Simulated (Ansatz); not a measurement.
**TiC, response to strain**

The reference is TiC in the rock salt structure (space group Fm-3m, No. 225; a = 4.293 Å; relaxed with 0.1 eV smearing).

Strains are applied to the cell and any free atomic positions relax.

Method: PBEsol (Ansatz, a first-principles code), scalar-relativistic without spin-orbit coupling.

Notes on the quantities. energy relative to the base: free energy F.

| isotropic strain (%) | energy relative to the base (meV/atom) |
|---|---|
| -1.5 | 17.5 |
| -1 | 7.7 |
| -0.5 | ? |
| 0 | 0.0 |
| 0.5 | 1.8 |
| 1 | 7.2 |
| 1.5 | 16.0 |
| 2 | 28.0 |
| 2.5 | 43.1 |

**Question.** Fit ΔE = Aε² + Bε³ (ε in %) to the rows shown and predict the withheld row.

**Answer.** Least squares on the printed values gives A = 7.45 and B = -0.22 meV/atom (largest residual 0.0 meV/atom); this predicts 1.9 meV/atom, and the run gives 1.9 meV/atom, in agreement.

Whether these cells are dynamically stable was not tested. All final runs are without spin polarisation.
